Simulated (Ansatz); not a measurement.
The parent structure is Cs in the bcc (W type) structure (space group Im-3m, No. 229; a = 6.0072 Å; relaxed with 0.1 eV smearing). Axes: x, y, z lie along the cube axes.

Computed with Ansatz (a quantum-chemistry and plane-wave program) PBEsol, no spin-orbit coupling.

It is then changed as follows: tensor shear ε_xy = +0.29 % (engineering shear γ = 0.0058); the atoms relax in the strained cell.

**Question.** Estimate the effect on the energy relative to the base.

**Answer.** The energy hardly moves.

**Question.** What does the calculation give for the stress after the change?

**Answer.** The stress (xx, yy, zz, yz, xz, xy; compression positive) comes out as (0.0, 0.0, 0.0, 0.0, 0.0, 0.0) GPa.

Stability against distortions was not tested. The final runs are not spin-polarised.
